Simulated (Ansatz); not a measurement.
SnSe2: response to strain

Take SnSe₂ in the CdI2 type structure (space group P-3m1, No. 164; a = 3.7936 Å, c = 5.7438 Å; layered, stacked along the Cartesian z axis) as the base. Axes: x lies along a and z along c of the hexagonal cell.

Strains are applied to the cell and any free atomic positions relax.

Method: plane-wave PAW DFT at the PBEsol-D3(BJ) level (Ansatz, a first-principles code, 420 eV), no spin-orbit coupling.

Notes on the quantities. energy relative to the base: free energy F; pressure: mean of the normal stresses, compression positive.

```csv
variant,energy relative to the base,shortest interatomic distance,largest internal atomic displacement,pressure
base,0 meV/atom,2.704 Å,–,0.0 GPa
tensor shear ε_xz = +1.43 %,?,?,?,0.0 GPa
tensor shear ε_xz = +0.86 %,+0.3 meV/atom,2.697 Å,0.018 Å,0.0 GPa
tensor shear ε_xz = +1.14 %,+0.6 meV/atom,2.695 Å,0.023 Å,0.0 GPa
tensor shear ε_xz = +2.00 %,+1.7 meV/atom,2.687 Å,0.041 Å,0.1 GPa
tensor shear ε_xz = +1.71 %,+1.3 meV/atom,2.689 Å,0.034 Å,0.1 GPa
```

Question: Complete the table.

Answer: 
- tensor shear ε_xz = +1.43 %, energy relative to the base: +0.9 meV/atom
- tensor shear ε_xz = +1.43 %, shortest interatomic distance: 2.692 Å
- tensor shear ε_xz = +1.43 %, largest internal atomic displacement: 0.029 Å

Whether these cells are dynamically stable was not tested. All final runs are without spin polarisation.
